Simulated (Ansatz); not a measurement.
# TiTe2 (model structure, from the CdCl2 type, R-3m, No. 166): volume per atom by level of theory

No measured value is used here.

Task: Put these levels in order of the volume per atom that they give for TiTe2 (model structure, from the CdCl2 type, R-3m, No. 166), smallest first: PBE (Ansatz, a quantum-chemistry and plane-wave program), PBE-D3(BJ) (Ansatz), PBEsol (Ansatz).

Result: PBE-D3(BJ) (26.14 Å³/atom), PBEsol (26.61 Å³/atom), PBE (30.08 Å³/atom)

Ansatz's density-functional and Hartree–Fock values are scalar-relativistic unless marked +SOC, with PAW data made under PBE.

A model structure was made by putting elements into a prototype or built by hand; it is no filed structure, need not be a known phase, and can be a saddle point held by its symmetry.
